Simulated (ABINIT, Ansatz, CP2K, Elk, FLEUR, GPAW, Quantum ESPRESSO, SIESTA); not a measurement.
## One structure in several programs: KTaO₃ (Pm-3m, 5 atoms in the cell)

Self-consistent single point.

```
KTaO3
1.0
    4.07677     0.00000     0.00000
    0.00000     4.07677     0.00000
    0.00000     0.00000     4.07677
K Ta O
1 1 3
Direct
  0.50000   0.50000   0.50000
  0.00000   0.00000   0.00000
  0.00000   0.50000   0.00000
  0.50000   0.00000   0.00000
  0.00000   0.00000   0.50000
```

All programs got the same cell, k-point mesh and kind of occupations (some realise fixed ones as a very narrow smearing) (in Ansatz's words: kpoints.mp_grid.grid = 6 6 6; scf.occupations.method = fixed); potentials, basis and cutoffs are each program's usual ones.

| code | model | pressure (GPa) | gap on the mesh (eV) | k-points | cutoff |
|---|---|---|---|---|---|
| Ansatz | PBE, default PAW files | -7.22 | 2.068 | 20 | 420 eV |
| FLEUR | PBE, all-electron FLAPW (FLEUR), scalar-relativistic valence | – | 2.083 | 20 | Kmax 4.6 1/bohr |
| ABINIT | PBE, norm-conserving pseudopotentials (PseudoDojo nc-sr-05 PBE standard) | -7.46 | 2.083 | 20 | 42 Ha |
| CP2K | PBE, GPW, DZVP-MOLOPT-SR-GTH basis, GTH-PBE potentials (GTH_POTENTIALS) | -9.15 | 1.967 | 216 | grid 500 Ry |
| Elk | PBE, all-electron FP-LAPW, Elk's shipped species files, default APW+lo basis | – | 2.051 | 20 | rgkmax 7 |
| SIESTA | GGA PBE, numerical atomic orbitals TZP, PseudoDojo PBE standard norm-conserving potentials (rewritten from UPF to PSML) | -5.93 | 1.838 | 132 | grid 350 Ry |
| GPAW | PBE, GPAW PAW datasets PBE (gpaw-data 1.0.1) | – | 2.034 | 20 | 950 eV |
| Quantum ESPRESSO | PBE, PseudoDojo standard norm-conserving (PBE) pseudopotentials | -7.45 | 2.083 | 20 | 85 Ry |

A dash marks a value that a program does not give, or that is left out as unsure.

Gaps are read on the mesh.

The spread over the programs that give each value: pressure within 3.22 GPa; gap on the mesh within 0.245 eV.

The starting cell comes from a database of computed structures (which also holds hypothetical and non-ambient phases and stackings), without a prior relaxation at this level. Its lattice was rescaled by a random factor within 2.5 % of one. On Ansatz's run: Spin-orbit coupling is off. In the base run, with a pressure of about -7 GPa the cell is away from its equilibrium volume at this level.

### Question
Why do the programs differ, and what cannot be compared?

### Answer
Differences of this kind can come from the potentials, where these differ, and from what each basis and cutoff leave unconverged. The valence holds different numbers of electrons (Ansatz (a program for electronic structure) 40, FLEUR 54, ABINIT 40, CP2K 40, SIESTA 40, GPAW 40, Quantum ESPRESSO 40). The zero of total energies and Fermi levels follows the potentials and each program's conventions, so they are not compared here. CP2K and SIESTA use small atom-centred bases, whose incompleteness enters pressures, forces and empty levels differently from a plane-wave cutoff. FLEUR and Elk treat all electrons, but the usual bases taken here (sphere radii, linearisation, local orbitals, empty states) were not tested for convergence, so the values are no reference for the others. Ansatz's pressure is given at a fixed set of plane waves, as the other plane-wave codes print theirs; with its correction for the finite basis it is -6.69 GPa (the shift of 0.52 GPa shows how far the cutoff is from converged). The pressure of GPAW is left out: its cutoff lies under the one at which its stress was checked. The programs reduce the same mesh by symmetry to different extents, which changes the work and not the result. In the pressure, CP2K (by 1.69) and SIESTA (by 1.52) lie more than 1 GPa from the median of the plane-wave programs. In the gap, SIESTA (by 0.238) lies more than 0.12 eV from the median of the plane-wave programs.

Keys are those of Ansatz 0.2.
